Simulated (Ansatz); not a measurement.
## Response to strain in GaS

Take GaS in the beta-GaS type structure (space group P6_3/mmc, No. 194; a = 3.5342 Å, c = 15.0389 Å; layered, stacked along the Cartesian z axis) as the base.

Strains are applied to the cell and any free atomic positions relax.

Level of theory: PBEsol-D3(BJ), PAW, 420 eV (Ansatz, a quantum-chemistry and plane-wave program; no SOC).

Notes on the quantities. pressure: mean of the normal stresses, compression positive.

| isotropic strain (%) | pressure (GPa) |
|---|---|
| -5.24 | 11.4 |
| -5.1 | 11.0 |
| -2.72 | ? |
| -0.65 | 1.0 |
| 0 | 0.0 |

Q: Fit P = P₀ − Bδ + Cδ² with δ = (1 + ε)³ − 1 to the rows shown and predict the withheld row.

A: Least squares on the printed values gives P₀ = 0.0 GPa, B = 47.8 GPa (at held cell shape), C = 192 GPa (largest residual 0.0 GPa); this predicts 5.0 GPa, and the run gives 4.8 GPa, 0.2 lower.

No phonon test of stability was made.
